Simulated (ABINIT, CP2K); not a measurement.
A CP2K input for a self-consistent single point of IrOs (P-6m2, 2 atoms in the cell) (DFT PBEsol, GPW, DZVP-MOLOPT-SR-GTH basis, GTH-PBE potentials (GTH_POTENTIALS)):

```
&GLOBAL
  PROJECT run
  RUN_TYPE ENERGY_FORCE
  PRINT_LEVEL LOW
&END GLOBAL
&FORCE_EVAL
  METHOD Quickstep
  STRESS_TENSOR ANALYTICAL
  &DFT
    BASIS_SET_FILE_NAME BASIS_MOLOPT
    POTENTIAL_FILE_NAME GTH_POTENTIALS
    &QS
      METHOD GPW
      EPS_DEFAULT 1E-10
    &END QS
    &MGRID
      CUTOFF 500
      REL_CUTOFF 60
      NGRIDS 5
    &END MGRID
    &SCF
      SCF_GUESS ATOMIC
      EPS_SCF 1E-6
      MAX_SCF 100
      ADDED_MOS 6
      &DIAGONALIZATION
        ALGORITHM STANDARD
      &END DIAGONALIZATION
      &MIXING
        METHOD BROYDEN_MIXING
        ALPHA 0.2
        NBUFFER 12
        BETA 1.5
      &END MIXING
      &SMEAR ON
        METHOD FERMI_DIRAC
        ELECTRONIC_TEMPERATURE [K] 1160.45
      &END SMEAR
    &END SCF
    &KPOINTS
      SCHEME MONKHORST-PACK 13 13 8
      GAMMA_CENTERED T
    &END KPOINTS
    &XC
      &XC_FUNCTIONAL
        &PBE
          PARAMETRIZATION PBESOL
        &END PBE
      &END XC_FUNCTIONAL
    &END XC
    &PRINT
      &MO
        EIGENVALUES T
        OCCUPATION_NUMBERS T
        NDIGITS 8
        FILENAME mo
        &EACH
          QS_SCF 0
        &END EACH
        ADD_LAST NUMERIC
      &END MO
      &MULLIKEN OFF
      &END MULLIKEN
    &END PRINT
  &END DFT
  &SUBSYS
    &CELL
      A 2.80809500 0.00000000 0.00000000
      B -1.40404800 2.43188200 0.00000000
      C 0.00000000 0.00000000 4.46336100
      PERIODIC XYZ
    &END CELL
    &COORD
      Os      -0.00000174     1.62125548     0.00000000
      Ir       1.40404874     0.81062652     2.23168050
    &END COORD
    &KIND Os
      BASIS_SET DZVP-MOLOPT-SR-GTH-q16
      POTENTIAL GTH-PBE-q16
    &END KIND
    &KIND Ir
      BASIS_SET DZVP-MOLOPT-SR-GTH-q17
      POTENTIAL GTH-PBE-q17
    &END KIND
  &END SUBSYS
  &PRINT
    &FORCES ON
    &END FORCES
    &STRESS_TENSOR ON
    &END STRESS_TENSOR
  &END PRINT
&END FORCE_EVAL
```

Question: Write the same calculation as an input for ABINIT.

Answer: This is the input that was run; spellings and numerical settings could be chosen otherwise.

```
# IrOs, JTH v2.0 PBE PAW
pp_dirpath "./"
pseudos "Os.GGA_PBE-JTH.xml, Ir.GGA_PBE-JTH.xml"
acell 3*1.0
rprim
         5.3065309115    0.0000003727    0.0000000000
        -2.6532657786    4.5955903890    0.0000000000
         0.0000000000    0.0000000000    8.4345298853
natom 2
ntypat 2
znucl 76 77
typat 1 2
xcart
        -0.0000001139    1.6212545354    0.0000000000
         1.4040475567    0.8106273663    2.2316805000
      Angstrom
ecut 20
pawecutdg 40
ixc -116133
occopt 3
tsmear 0.1 eV
nband 17
kptopt 1
ngkpt 13 13 8
nshiftk 1
shiftk 0 0 0
nstep 80
tolvrs 1.0e-10
prtwf 0
prtden 0
prtvol 1
enunit 1
```

Basis, cutoffs, solver keys and any potentials are the target program's own. This input uses DFT, PBEsol, plane waves, PAW (JTH v2.0 PBE PAW, files made for PBE).

The starting cell comes from a database of computed structures (which also holds hypothetical and non-ambient phases and stackings), without a prior relaxation at this level. Its lattice was rescaled by a random factor within 2.5 % of one.
